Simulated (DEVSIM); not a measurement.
Structure: CdS/CdTe n-p heterojunction, at 400 K.

```
layer (left to right)  material  thickness (μm)  Nd (cm⁻³)  Na (cm⁻³)  τn (s)  τp (s)
---------------------  --------  --------------  ---------  ---------  ------  ------
1                           CdS           0.330     7.2e16          -  1.8e-9  1.8e-9
2                          CdTe            2.90          -     1.2e15  1.8e-9  1.8e-9
```

Left contact: ohmic. Right contact: ohmic. Voltage is applied to the left contact. Recombination: SRH at mid-gap, radiative, Auger. Mobility is μmin + (μ − μmin)/(1 + (N/Nref)^α).

Constants are typed, rounded textbook-type inputs, not results; the design itself was drawn at random and stands for no fabricated device. Values at 300 K; Nc and Nv go as T^1.5, mobilities as T to minus their exponent, the gap by Varshni's rule with the affinity fixed.

```tsv
parameter	CdS	CdTe
gap (eV)	2.4	1.5
affinity (eV)	4.3	4.28
permittivity	9	10.2
Nc (cm⁻³)	2.2e18	8e17
Nv (cm⁻³)	1.8e19	1.8e19
μn (cm²/Vs)	300	1000
μp (cm²/Vs)	25	80
μn,min	30	100
μp,min	3	10
Nref,n	1e17	1e17
Nref,p	1e17	1e17
αn	0.6	0.6
αp	0.6	0.6
T exponent of μn	1.5	1.7
T exponent of μp	1.5	1.5
B (cm³/s)	1e-10	1e-10
Cn (cm⁶/s)	1e-30	1e-30
Cp (cm⁶/s)	1e-30	1e-30
Varshni α (eV/K)	0.00039	0.00031
Varshni β (K)	103	108
```

Simulated with DEVSIM: 1D drift-diffusion, Boltzmann statistics, complete ionisation; no tunnelling, impact ionisation, image-force lowering or self-heating. Band offsets follow the typed affinities; no thermionic-emission limit at abrupt steps, no polarisation charge.

Base results: dark forward voltage at 100 A/cm² (V) 1.171; dark forward voltage at 1 A/cm² (V) 0.780; largest field in the device at zero bias (V/cm) 23000; potential step across the device at zero bias (V) 0.972.

### Question
What follows from this one change: doping Nd of layer 1 7.2e+16 → 2.2e+15 cm^-3?

### Answer
dark forward voltage at 100 A/cm² 1.171 → 1.217 V; dark forward voltage at 1 A/cm² 0.780 → 0.786 V; largest field in the device at zero bias 23000 → 17000 V/cm; potential step across the device at zero bias 0.972 → 0.851 V.

### Question
What follows from this one change: thickness of layer 1 0.33 → 1.7 μm?

### Answer
dark forward voltage at 100 A/cm² 1.171 → 1.181 V; dark forward voltage at 1 A/cm² little changed (0.780 V); largest field in the device at zero bias little changed (23000 V/cm); potential step across the device at zero bias little changed (0.972 V).

### Question
What follows from this one change: constant mobility in place of the doping-dependent one?

### Answer
dark forward voltage at 100 A/cm² 1.171 → 1.155 V; dark forward voltage at 1 A/cm² little changed (0.778 V); largest field in the device at zero bias little changed (23000 V/cm); potential step across the device at zero bias little changed (0.972 V).
